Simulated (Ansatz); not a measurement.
Start from HfO2 in the fluorite structure (space group Fm-3m, No. 225; a = 5.058 Å).

Calculations: DFT with r2SCAN, PAW potentials and a 500 eV plane-wave cutoff in Ansatz (a program for electronic structure), without spin-orbit coupling.

Before the change:

| Property | Value |
|---|---|
| Hole mass | 0.28 mₑ along k, 2.9 mₑ across (at X) |
| Electron mass | 1.1 mₑ along k, 0.76 mₑ across (at X) |
| Band gap | 4.30 eV |

Perturbation: a hydrostatic pressure of 45 GPa.

Estimate the effect on the hole mass.

The hole mass goes from 0.28 mₑ along k, 2.9 mₑ across (at X) to 0.28 mₑ along k, 2.6 mₑ across (at X).

What happens to the electron mass?

The electron mass changes from 1.1 mₑ along k, 0.76 mₑ across (at X) to 1.0 mₑ along k, 0.70 mₑ across (at X).

How does this affect the band gap?

The band gap rises by 0.33 eV to 4.63 eV.

Spin-orbit coupling, missing from the scalar runs, can matter with Hf. Load acts through the strain it causes; cell and atoms are relaxed under it. Effective masses come from finite differences of ±0.01 Å⁻¹. Along k means along the line from Γ to the band edge. Stability against distortions was not tested. Competing high-pressure phases were not computed. This is not the structure that HfO2 has at room temperature and ambient pressure.
